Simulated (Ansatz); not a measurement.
## Carrier properties of Ga2AsP (R3m)

Data:

```
CELL_PARAMETERS angstrom
      1.96118     1.13229     6.40743
     -1.96118     1.13229     6.40743
      0.00000    -2.26457     6.40743
ATOMIC_POSITIONS crystal
  Ga 0.99750 0.99750 0.99750
  Ga 0.50257 0.50257 0.50257
  P  0.62512 0.62512 0.62512
  As 0.12482 0.12482 0.12482
```

Calculation: PBEsol with spin-orbit coupling, rigid bands (plane waves, PAW; Ansatz, an electronic-structure program). Condition of this run: spin-orbit coupling switched on. Cell: cell and atoms relaxed with PBEsol.

- band gap: 0.87 eV
- electron conductivity mass (300 K, dilute): 0.095 (x), 0.095 (y), 0.133 (z) mₑ
- hole conductivity mass (300 K, dilute): 0.26 (x), 0.26 (y), 1.00 (z) mₑ
- effective density of states N_c (300 K): 7.3e17 cm⁻³
- effective density of states N_v (300 K): 5.4e18 cm⁻³
- density-of-states mass, electrons: 0.095 mₑ
- density-of-states mass, holes: 0.36 mₑ
- Seebeck coefficient, n-type 1e19 cm⁻³, 300 K: -142 μV/K
- Seebeck coefficient, p-type 1e19 cm⁻³, 300 K: 225 μV/K

Rigid bands; masses and Seebeck coefficients take one relaxation time τ for all states and one kind of carrier; polarons and phonon drag are left out.

Computed structure with no diffraction record at hand here (it may be known, metastable or hypothetical): Ga2AsP (R3m).
